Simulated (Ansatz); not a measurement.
O on the 1x1 (0001) surface of hcp Co, ferromagnetic, one in a 3x3 cell, energies for each (48.4 Å²). Energies are against ½ O2(g), without zero-point or thermal terms; each row is named by its start. No converged result for: 1 more start.

All values below come from PBE (plane waves to 420 eV, PAW; Ansatz, a first-principles code).

Model: 37-atom slab, 6.0 Å thick at the start under the adsorbate (thin: gaps and levels are the slab's own), 5x5x1 mesh, Fermi-Dirac 0.1 eV, dipole correction, 18 atoms held, the rest relaxed; each run with such symmetry as its start has; spin-polarised, no spin-orbit, no U, no dispersion correction.

A negative adsorption energy means that the adsorbate is more stable on the surface than in its reference. Heights count from the host atoms within 0.3 Å of the top one.

```
starting site                           E_ads (eV)  height (Å)  nearest host atom (Å)  bonded to  Δ work function (eV)  lateral drift (Å)  moment (μB)
--------------------------------------  ----------  ----------  ---------------------  ---------  --------------------  -----------------  -----------
top Co                                           ?        1.88                Co 1.63         Co                  0.70                0.0         61.3
hollow Co-Co-Co over Co at depth 2.0 Å           ?        1.17                Co 1.85       3 Co                  0.22                0.0         60.6
```

### Question
Fill in the missing entries.

### Answer

- top Co, E_ads (eV): -1.03
- hollow Co-Co-Co over Co at depth 2.0 Å, E_ads (eV): -2.54
